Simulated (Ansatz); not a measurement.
The parent structure is BN in the zinc blende structure (space group F-43m, No. 216; a = 3.6057 Å).

Modification: every B is replaced by Ga; the structure is relaxed again.

Levels (all Ansatz, an electronic-structure program, PAW): PBEsol (420 eV, without spin-orbit coupling); r2SCAN (500 eV, no SOC).

The geometry is relaxed with PBEsol.

```
Quantity                                  Result
--------------------  --------------------------
PBEsol band gap                          1.70 eV
PBEsol hole mass      0.16, 0.86, 0.86 mₑ (at Γ)
PBEsol electron mass              0.15 mₑ (at Γ)
```

### Question
Predict the band gap, hole mass and electron mass from r2SCAN.

### Answer
The band gap grows by 0.465 eV (1.70 eV → 2.17 eV); the hole mass (degenerate bands, along [100]) goes from 0.16, 0.86, 0.86 mₑ (at Γ) to 0.18, 0.86, 0.86 mₑ (at Γ); the electron mass becomes 0.17 mₑ (at Γ) (PBEsol: 0.15 mₑ (at Γ)).

Single points use the geometry relaxed with PBEsol. Effective masses come from finite differences of ±0.01 Å⁻¹. Whether these cells are dynamically stable was not tested. This is not the structure that GaN has at room temperature and ambient pressure.
